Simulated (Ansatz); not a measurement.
Band structure of KHF₂ (I4/mcm, 8 atoms in the cell).

```yaml
crystal:
  lattice:
    - [-2.79946, 2.79946, 3.35283]
    - [2.79946, -2.79946, 3.35283]
    - [2.79946, 2.79946, -3.35283]
  atoms:
    - { symbol: K, position: [0.75000, 0.75000, 0.00000] }
    - { symbol: K, position: [0.25000, 0.25000, 0.00000] }
    - { symbol: H, position: [0.50000, 0.00000, 0.50000] }
    - { symbol: H, position: [0.00000, 0.50000, 0.50000] }
    - { symbol: F, position: [0.35594, 0.85594, 0.21188] }
    - { symbol: F, position: [0.64406, 0.14406, 0.78812] }
    - { symbol: F, position: [0.85594, 0.64406, 0.50000] }
    - { symbol: F, position: [0.14406, 0.35594, 0.50000] }
```

Computed with LDA (PW92), default PAW files made with PBE (plane waves; Ansatz, a first-principles code).

Settings: kpoints.mp_grid.grid = 7 7 7; hamiltonian.xc = lda; hamiltonian.pseudopotentials = {kind: paw} (the program's default PAW files); scf.occupations.method = fermi_dirac; scf.occupations.width = 0.05 eV; kpoints.band_path.npoints = 8.

The starting cell comes from a database of computed structures (which also holds hypothetical and non-ambient phases and stackings), without a prior relaxation at this level.

Q: Predict the gap along the standard path and the places of the band edges.

A: The gap along the path is 6.89 eV, from Z to Γ; the smallest direct gap on it is 6.95 eV.

Levels in eV from the top of the valence band on the path, bands 21 to 28:
| point | 21 | 22 | 23 | 24 | 25 | 26 | 27 | 28 |
|---|---|---|---|---|---|---|---|---|
| Γ | -0.28 | -0.13 | -0.13 | -0.06 | 6.89 | 9.73 | 10.64 | 10.70 |
| X | -0.25 | -0.24 | -0.21 | -0.19 | 9.62 | 9.85 | 10.19 | 10.52 |
| Y | -0.32 | -0.28 | -0.23 | -0.06 | 9.49 | 10.25 | 10.55 | 11.02 |
| S | -0.28 | -0.24 | -0.24 | -0.04 | 9.44 | 10.17 | 10.60 | 11.07 |
| Z | -0.29 | -0.21 | -0.21 | 0.00 | 9.40 | 10.09 | 10.66 | 10.97 |
| S1 | -0.28 | -0.24 | -0.24 | -0.04 | 9.44 | 10.17 | 10.60 | 11.07 |
| N | -0.37 | -0.37 | -0.26 | -0.26 | 9.41 | 9.41 | 11.39 | 11.39 |
| P | -0.35 | -0.35 | -0.22 | -0.22 | 10.11 | 10.11 | 10.31 | 10.31 |
| Y1 | -0.32 | -0.28 | -0.23 | -0.06 | 9.49 | 10.25 | 10.55 | 11.02 |

Keys are those of Ansatz 0.2.
